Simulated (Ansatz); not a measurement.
## Response to strain in BAs

Consider BAs in the zinc blende structure (space group F-43m, No. 216; a = 4.784 Å). Axes: x, y, z lie along the cube axes.

Strains are applied to the cell and any free atomic positions relax.

Computed with Ansatz (an electronic-structure program), r2SCAN, PAW, cutoff 500 eV, without spin-orbit coupling.

```
change                       band gap  smallest direct gap  shortest interatomic distance
---------------------------  --------  -------------------  -----------------------------
base                          1.38 eV              3.44 eV                        2.071 Å
tensor shear ε_xy = +2.00 %   1.06 eV              2.96 eV                        2.053 Å
tensor shear ε_xy = +0.86 %   1.28 eV              3.23 eV                        2.064 Å
tensor shear ε_xy = +1.14 %   1.24 eV              3.17 eV                        2.061 Å
tensor shear ε_xy = +0.57 %   1.32 eV              3.30 eV                        2.066 Å
tensor shear ε_xy = +1.71 %   1.13 eV              3.03 eV                        2.056 Å
tensor shear ε_xy = +1.43 %   1.18 eV              3.10 eV                        2.058 Å
tensor shear ε_xy = +0.29 %   1.35 eV              3.37 eV                        2.069 Å
```

Whether these cells are dynamically stable was not tested.
